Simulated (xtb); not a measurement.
xtb 6.7.1, GFN1-xTB: Zr(OH)(NH2)2(NMe2) (C[N](C)[Zr]([NH2])([NH2])[OH]), 18 atoms. The geometry is a generated start, not checked to be a minimum at this level.

- method = GFN1-xTB
- --acc = 1 (default)
- --etemp (K) = 300 (default)
- detailed input (--input) = none: ANC optimiser, Lindh (1995) Hessian, microcycle=20, maxdispl=1.0, hlow=0.01 (default)
- basis functions = 56
- valence electrons = 44

```xyz
18

Zr     0.4739     0.8349    -0.1518
O      2.2781     0.9724    -0.7636
H      2.6690     1.8358    -0.9519
N      0.4146     0.8846     1.8969
H     -0.2778     1.5337     2.2990
H      1.3033     1.1096     2.3655
N     -0.6575     2.3619    -0.8999
H     -1.6753     2.2164    -0.9318
H     -0.4045     2.7581    -1.8123
N     -0.3615    -0.9386    -0.7102
C     -1.5525    -1.1899     0.0979
C      0.6524    -1.9455    -0.3967
H     -1.9798    -2.1771    -0.1497
H     -1.3292    -1.1805     1.1897
H     -2.3121    -0.4263    -0.1226
H      0.9003    -1.9636     0.6919
H      0.2950    -2.9525    -0.6749
H      1.5635    -1.7334    -0.9756
```

Charge 0 and multiplicity 1 are set for this test and not shown to be the ground state.

The structure is relaxed from this start with --opt LEVEL for the levels crude, sloppy, loose, lax, normal, tight, vtight, extreme, once each. Up to the end of the extreme run atoms move by at most 1.9 Å along an axis.

### Question
Choose the cheapest level whose final energy lies within 20 meV of that of extreme.

### Answer
lax: 45 cycles against 277, ending 15 meV above.

```tsv
level	cycles	energy above the extreme run (meV)	gradient norm (eV/Å)
crude	12	80	0.31
sloppy	18	61	0.28
loose	31	34	0.17
lax	45	15	0.070
normal	59	12	0.012
tight	150	0.76	0.0042
vtight	239	0.074	0.0014
extreme	277	—	0.00097
```
